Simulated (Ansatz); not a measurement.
Start from TiSi₂ (space group Fddd, No. 70; a = 4.7791 Å, b = 8.2295 Å, c = 8.5206 Å).

Method: r2SCAN, PAW, 500 eV (Ansatz, a quantum-chemistry and plane-wave program; no SOC).

For the base:

The band gap is zero and the pressure comes out as 0.0 GPa.

The change: an isotropic linear strain of −5.29 %; the atoms relax in the strained cell.

Question: What happens to the band gap, pressure, largest internal atomic displacement and energy relative to the base?

Answer: The band gap stays zero; the pressure (mean of the normal stresses, compression positive) goes from zero to 34.9 GPa; the largest internal atomic displacement is 0.012 Å; the energy rises by 198 meV/atom.

Stability against distortions was not tested. The final runs are not spin-polarised.
